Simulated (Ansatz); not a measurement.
The starting structures come from a database of crystals and need not be the phases stable at ambient conditions.

Tunnelling through a barrier is set by its complex band structure: the current falls as exp(−2κd) with the smallest κ.

Given:

```xyz
12
Lattice="3.8406 0.0000 0.0000 1.9203 6.1289 0.0000 0.0000 2.0118 6.2351" Properties=species:S:1:pos:R:3 pbc="T T T"
Nb     1.9203     5.3234     1.4841
Nb     3.8406     2.8174     4.7510
Co     3.8406     2.8474     1.0718
Co     1.9203     5.2933     5.1632
O      3.8406     0.9730     0.8493
O      1.9203     7.1677     5.3857
O      3.8406     4.9569     5.3792
O      1.9203     3.1838     0.8558
O      1.9203     5.4543     3.2897
O      3.8406     2.6864     2.9453
O      3.8406     4.7685     1.2572
O      1.9203     3.3722     4.9779
```

Space group of this cell: C2/m. The cell is taken as given; by r2SCAN its mean pressure is -8.9 GPa.

Transport runs along the normal of the first two printed cell vectors.

No gap correction and no spin-orbit coupling; mid-gap values are interpolated between computed energies.

**Question.** State the band gap and the smallest decay constant κ at mid-gap according to r2SCAN (Ansatz, a first-principles code).

**Answer.** Gap 1.11 eV on a 8×8×6 mesh; κ = 0.426 1/Å, at (0.000, 0.500) of the in-plane reciprocal vectors. At the zone centre, at the nearest computed energy, the slowest state has κ = 0.45 1/Å.
